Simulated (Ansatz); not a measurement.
Ge₂Sb₂Te₅ (model structure, started from the Ge2Sb2Te5-Kooi type, P-3m1, No. 164, 9 atoms in the cell) was calculated with PBEsol in Ansatz (plane waves, PAW).

Settings: plane-wave cutoff 520 eV, 12×12×2 k mesh (along the axes of the cell as run), Fermi–Dirac smearing 0.01 eV, scalar-relativistic PAW data made under PBE.

Cell (relaxed at this level):

```cif
data_Ge2Sb2Te5
_chemical_formula_sum 'Te5 Ge2 Sb2'
_space_group_name_H-M_alt 'P-3m1'
_space_group_IT_number 164
_space_group_name_Hall '-P 3 2"'
_cell_length_a 4.22560
_cell_length_b 4.22560
_cell_length_c 16.83639
_cell_angle_alpha 90.000
_cell_angle_beta 90.000
_cell_angle_gamma 120.000
loop_
_atom_site_label
_atom_site_type_symbol
_atom_site_symmetry_multiplicity
_atom_site_Wyckoff_symbol
_atom_site_fract_x
_atom_site_fract_y
_atom_site_fract_z
_atom_site_occupancy
Te1 Te 1 a 0.00000 0.00000 0.00000 1
Ge1 Ge 2 d 0.66667 0.33333 0.10051 1
Te2 Te 2 d 0.33333 0.66667 0.19877 1
Sb1 Sb 2 c 0.00000 0.00000 0.31757 1
Te3 Te 2 d 0.66667 0.33333 0.41982 1
```

### Question
What does this level give for the band gap and bulk modulus?

### Answer

- band gap = 0.13 eV (on the SCF k mesh)
- bulk modulus = 41.0 GPa

Note: the bulk modulus is −V dP/dV from two relaxed cells at ±2 % in volume; the relaxation could raise the start's symmetry but not lower it, so the cell can be a saddle point.

Spin–orbit coupling is not included; it can close the smallest gap of 0.13 eV.

A model structure was made by putting elements into a prototype or built by hand; it is no filed structure, need not be a known phase, and can be a saddle point held by its symmetry.

Ansatz is a quantum-chemistry and plane-wave program.
